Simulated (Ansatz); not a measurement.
Base system: Ag₂O (space group Pn-3m, No. 224).

```xyz
6
Lattice="4.7067 0.0000 0.0000 0.0000 4.7067 0.0000 0.0000 0.0000 4.7067" Properties=species:S:1:pos:R:3 pbc="T T T"
Ag     1.1767     1.1767     3.5300
Ag     1.1767     3.5300     1.1767
Ag     3.5300     3.5300     3.5300
Ag     3.5300     1.1767     1.1767
O      0.0000     0.0000     0.0000
O      2.3534     2.3534     2.3534
```

Cartesian axes are those of the cell as printed.

The values are results of PBEsol (Ansatz, a first-principles code; PAW; 420 eV plane waves; no spin-orbit coupling), not measurements.

Strains are applied to the cell and any free atomic positions relax; under biaxial strain the out-of-plane vector relaxes too.

One change was made to it. Results:

The energy grows by 6.4 meV/atom; the pressure goes from zero to 3.5 GPa.

Q: Which of these changes matches the shifts?
A. isotropic strain −1.20 %
B. biaxial strain −0.79 %, plane normal [001], relaxed out of plane
C. uniaxial strain ε_xx = −4.81 %
D. strain tensor (xx, yy, zz, yz, xz, xy) = (+0.39, +0.83, +1.56, −0.35, −0.53, −0.07) %

A: A, isotropic strain −1.20 %. For comparison, the energy relative to the base in the other runs: strain tensor (xx, yy, zz, yz, xz, xy) = (+0.39, +0.83, +1.56, −0.35, −0.53, −0.07) % gives +3.6 meV/atom; biaxial strain −0.79 %, plane normal [001], relaxed out of plane gives 0.0 meV/atom; uniaxial strain ε_xx = −4.81 % gives +12 meV/atom.

A case with no gap was solved on a k-mesh chosen for an insulator, which is coarse for it. Stability against distortions was not tested. No Hubbard U is applied, and correlation can decide whether such a compound is a metal. All final runs are without spin polarisation.
